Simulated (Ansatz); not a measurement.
Hypothetical zinc blende BiB: pressure series

Consider BiB in the zinc blende structure (space group F-43m, No. 216; a = 5.4905 Å; a hypothetical phase, not in the database extracts checked).

Cell and atoms are relaxed at each pressure.

Computed with r2SCAN (Ansatz, an electronic-structure program), spin-orbit coupling left out.

Candidates:
(a) pressure −1 GPa
(b) pressure 60 GPa
(c) pressure −2 GPa
(d) pressure 9 GPa

For the base:

| Property | Value |
|---|---|
| Band gap | 0.39 eV |

Q: Order them by band gap, highest first.

A: (d) pressure 9 GPa (0.79 eV), (b) pressure 60 GPa (0.64 eV), (a) pressure −1 GPa (0.28 eV), (c) pressure −2 GPa (0.17 eV)

With Bi present, leaving out spin-orbit coupling can change the band edges. Load acts through the strain it causes; cell and atoms are relaxed under it. No phonon test of stability was made. Competing high-pressure phases were not computed. The zero or small gap of BiB under pressure −1 GPa and BiB under pressure −2 GPa can change with the level of theory.
